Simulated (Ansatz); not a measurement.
Gap of a one-dimensional MgO body, 16 atoms a period at several levels, all on one geometry.

```
CELL_PARAMETERS angstrom
     16.50000     0.00000     0.00000
      0.00000    16.50000     0.00000
      0.00000     0.00000     3.97245
ATOMIC_POSITIONS crystal
  Mg 0.65755 0.50000 0.00000
  O  0.61478 0.61478 0.00000
  Mg 0.50000 0.65755 0.00000
  O  0.38522 0.61478 0.00000
  Mg 0.34245 0.50000 0.00000
  O  0.38522 0.38522 0.00000
  Mg 0.50000 0.34245 0.00000
  O  0.61478 0.38522 0.00000
  O  0.66232 0.50000 0.50000
  Mg 0.61140 0.61140 0.50000
  O  0.50000 0.66232 0.50000
  Mg 0.38860 0.61140 0.50000
  O  0.33768 0.50000 0.50000
  Mg 0.38860 0.38860 0.50000
  O  0.50000 0.33768 0.50000
  Mg 0.61140 0.38860 0.50000
```

Levels: PBE (plane waves to 420 eV, PAW; Ansatz, a quantum-chemistry and plane-wave program); r2SCAN (plane waves to 500 eV, PAW; Ansatz); HSE06 (Ansatz). Unmarked values and the geometry are of the first. Mesh 1×1×8. No spin polarisation. Isolated but for its images some 11 Å away. A hypothetical model. Symmetry and one short period hold its shape; lower forms weren't sought. HSE06 ran on a 1×1×5 mesh and at PBE's edge points.

```csv
level,gap (eV)
PBE,3.06
r2SCAN,___
HSE06,4.45
```

Some entries are withheld; supply them.


- r2SCAN, gap (eV): 3.58
